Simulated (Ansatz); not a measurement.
A periodic model of amorphous hafnium silicate (Hf$_{18}$O$_{38}$Si):

```
CELL_PARAMETERS angstrom
      9.29252    -0.13082    -0.05549
     -0.13082     8.92080     0.07045
     -0.05549     0.07045     8.84884
ATOMIC_POSITIONS crystal
  Hf 0.59146 0.38488 0.70349
  Hf 0.76855 0.32072 0.07894
  Hf 0.93525 0.51854 0.74592
  Hf 0.24613 0.28174 0.60116
  Hf 0.24128 0.65082 0.36937
  Hf 0.51110 0.08279 0.98579
  Hf 0.53754 0.68464 0.12652
  Hf 0.27246 0.56529 0.86194
  Hf 0.03190 0.96717 0.56956
  Hf 0.40573 0.90092 0.61743
  Hf 0.49062 0.35471 0.32777
  Hf 0.28735 0.98875 0.21099
  Hf 0.75642 0.64223 0.47737
  Hf 0.95248 0.69755 0.07465
  Hf 0.73309 0.83344 0.77398
  Hf 0.84570 0.27534 0.47165
  Hf 0.65498 0.96718 0.34836
  Hf 0.11619 0.33645 0.18150
  O  0.80660 0.31545 0.70241
  O  0.45941 0.59285 0.33588
  O  0.07140 0.66974 0.88666
  O  0.55468 0.96718 0.78678
  O  0.46516 0.25246 0.54483
  O  0.43070 0.19212 0.17840
  O  0.30918 0.70236 0.61429
  O  0.75007 0.75763 0.28072
  O  0.74811 0.75211 0.98201
  O  0.14282 0.85568 0.41417
  O  0.84480 0.02746 0.46401
  O  0.66213 0.43425 0.47266
  O  0.38042 0.40257 0.75503
  O  0.54778 0.91797 0.14647
  O  0.62698 0.82917 0.54790
  O  0.87379 0.48858 0.97482
  O  0.25720 0.44282 0.04639
  O  0.12511 0.43141 0.72229
  O  0.67051 0.19676 0.32468
  O  0.25360 0.40110 0.39385
  O  0.92674 0.50744 0.50946
  O  0.90861 0.98953 0.80622
  O  0.69545 0.59487 0.71473
  O  0.76572 0.08474 0.04548
  O  0.90327 0.76278 0.63206
  O  0.43437 0.96929 0.40370
  O  0.60118 0.28295 0.91134
  O  0.06747 0.58486 0.23237
  O  0.62238 0.46497 0.15740
  O  0.31073 0.01581 0.98447
  O  0.24280 0.04452 0.65216
  O  0.04099 0.20022 0.55144
  O  0.30866 0.75909 0.18228
  O  0.00675 0.91792 0.08333
  O  0.00626 0.21841 0.00367
  O  0.90881 0.33737 0.25905
  O  0.15427 0.14083 0.27417
  O  0.45632 0.67194 0.92102
  Si 0.93103 0.05162 0.98340
```

Methods: PBE, scalar-relativistic without spin-orbit coupling (Ansatz, an electronic-structure program); r2SCAN, scalar-relativistic without spin-orbit coupling (Ansatz); HSE06, scalar-relativistic without spin-orbit coupling (Ansatz). Neutral PBE cell, which sets geometry, pressure and energy: sampling: a 2×2×2 Γ-centred mesh; Fermi-Dirac width 0.02 eV; no spin polarisation. Exact exchange is cut at the faces of this 9 Å cell, which leaves hybrid gaps a finite-size error.

The cell was made by melting and quenching with the CHGNet potential and then relaxed with DFT. O atoms were pushed apart under 1.9 Å during the dynamics, to hinder bonds among them. The hot cell started wider than the set density and was brought back towards it in steps. It is the lowest in DFT energy of 2 quenches. It is a model cell: composition and starting density were chosen by hand, and all elements were melted together. No dispersion term was used. Its density started from a set value of 8.61 and ended at 8.72 g/cm³. Cooling (nominally 380 K/ps over its main leg) ran many orders faster than in experiment, which tends to leave more defects and strain. Values belong to this one cell and scatter from quench to quench. Volume and shape were free in the relaxation.

**Question.** Give the pressure, the energy against reference phases and the spacing of the highest filled and lowest empty levels.

**Answer.** 
- Pressure on a 2×2×2 Γ-centred mesh = 0.6 kbar
- Largest force and stress component on that mesh (the relaxation ran on the zone centre alone) = 0.10 eV/Å and 0.1 GPa
- Energy relative to HfO2 (P2_1/c) + HfSiO4 (I4_1/amd) (lowest mix at this level among the phases computed, not always the ambient ones) = 0.203 eV/atom
- Level gap on a 2×2×2 Γ-centred mesh (PBE) = 3.75 eV
- Level gap at the zone centre (PBE) = 3.78 eV
- Level gap at the zone centre (r2SCAN) = 4.23 eV
- Level gap at the zone centre (HSE06) = 5.33 eV
- Distance between the nearest levels spread over more than a fifth of the atoms or a third of the atoms of their main element (six at least) (PBE, zone centre) = 4.24 eV

**Question.** At PBE and the zone centre, how localised are the states just below and above the Fermi level (participation number: the atoms over which a state spreads)?

**Answer.** The highest filled state is spread over 5.6 atoms' worth, largest on O48, with weights by element (charge in smoothed Voronoi cells) O 0.95, Hf 0.05, Si 0.00. The lowest empty state is spread over 18.6 atoms' worth, largest on Hf3, with weights by element (charge in smoothed Voronoi cells) Hf 0.59, O 0.41, Si 0.00.

At PBE the levels at the filled edge of the gap are localised (band-tail or defect states), and the nearest spread-out levels lie 4.2 eV apart at the zone centre.

Neighbours within Hf-Hf 3.34 Å, Hf-O 2.74 Å, Hf-Si 2.89 Å, O-O 1.58 Å, O-Si 2.12 Å, Si-Si 2.60 Å count as bonded. Two cations that share two anions don't count as bonded, nor two that share one unless they lie closer than Hf-Hf 3.25 Å, Hf-Si 2.81 Å, Si-Si 2.38 Å.

Added carriers, by PBE, scalar-relativistic without spin-orbit coupling (Ansatz) on the zone centre alone. Charged cells keep the cell fixed and stand in a uniform background, with no image correction, at a width of 0.01 eV; where the count is odd the moment is locked at 1 μB, unless the neutral cell bore moments. Each starts from the undistorted neutral geometry alone. PBE's self-interaction favours spread-out carriers, so it can miss traps that a hybrid finds.

**Question.** What happens at PBE when the cell takes an extra electron and the atoms relax?

**Answer.** Relaxation lowers the charged cell by 0.41 eV. The largest moves are O27 0.19 Å, O21 0.12 Å, Hf14 0.11 Å, Hf15 0.11 Å. The level that holds the added charge spreads over 10.7 atoms' worth, most on Hf3 (weight 0.18): a partly localised carrier. No bond crosses its cut-off with a change of over 0.15 Å (metal-metal contacts aside). Made neutral again at that geometry, the cell lies +0.66 eV from the neutral start.

**Question.** What happens at PBE when the cell takes a hole and the atoms relax?

**Answer.** Relaxation lowers the charged cell by 0.28 eV. The largest moves are O48 0.25 Å, Hf6 0.13 Å, O35 0.11 Å, O36 0.10 Å. The level that was emptied spreads over 3.6 atoms' worth, most on O24 (weight 0.40): a localised (trapped) carrier, which neighbours of that atom can share. No bond crosses its cut-off with a change of over 0.15 Å (metal-metal contacts aside). Made neutral again at that geometry, the cell lies +0.72 eV from the neutral start.
